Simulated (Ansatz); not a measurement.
## A computed series for MoS2: response to strain

Base system: MoS2 in the 2H-MoS2 type structure (space group P6_3/mmc, No. 194; layered, stacked along the Cartesian z axis).

```xyz
6
Lattice="3.1494 0.0000 0.0000 -1.5747 2.7274 0.0000 0.0000 0.0000 12.0903" Properties=species:S:1:pos:R:3 pbc="T T T"
Mo     0.0000     1.8183     3.0226
Mo     1.5747     0.9091     9.0677
S      0.0000     1.8183     7.5019
S      1.5747     0.9091     1.4568
S      1.5747     0.9091     4.5884
S      0.0000     1.8183    10.6335
```

Cartesian axes are those of the cell as printed.

Strains are applied to the cell and any free atomic positions relax; under biaxial strain the out-of-plane vector relaxes too.

Levels (all Ansatz, an electronic-structure program, PAW): PBE-D3(BJ) (420 eV, no spin-orbit coupling); r2SCAN+rVV10 (500 eV, no spin-orbit coupling).

The base cell above is that of PBE-D3(BJ); each level relaxes its own structures.

```csv
case,"out-of-plane strain, PBE-D3(BJ)","out-of-plane strain, r2SCAN+rVV10"
"biaxial strain −1.01 %, plane normal [001], relaxed out of plane",+0.33 %,…
"biaxial strain −0.24 %, plane normal [001], relaxed out of plane",+0.07 %,+0.09 %
"biaxial strain +0.52 %, plane normal [001], relaxed out of plane",-0.18 %,…
```

Q: Complete the table.

A: 
- biaxial strain −1.01 %, plane normal [001], relaxed out of plane, out-of-plane strain, r2SCAN+rVV10: +0.43 %
- biaxial strain +0.52 %, plane normal [001], relaxed out of plane, out-of-plane strain, r2SCAN+rVV10: -0.23 %

The two levels differ by at most about 0.10 %. They put the cases in the same order.

Stability against distortions was not tested.
